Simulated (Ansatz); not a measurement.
The starting structures come from a database of crystals and need not be the phases stable at ambient conditions.

By PBEsol, the system below comes out a metal.

```
HgY
1.0
    3.70624     0.00000     0.00000
    0.00000     3.70624     0.00000
    0.00000     0.00000     3.70624
Y Hg
1 1
Direct
  0.50000   0.50000   0.50000
  0.00000   0.00000   0.00000
```

The cell is taken as given; by PBEsol it stands under a pressure of -2.3 GPa.

The current flows along the normal of the first two printed cell vectors, the (001) plane of the conventional cell. No spin-orbit coupling; the value is a mean over 0.1 eV about the Fermi level.

Give the ballistic conductance per area that Ansatz (a program for electronic structure) with PBEsol yields.

0.55 × 10¹⁵ S/m² for both spins.
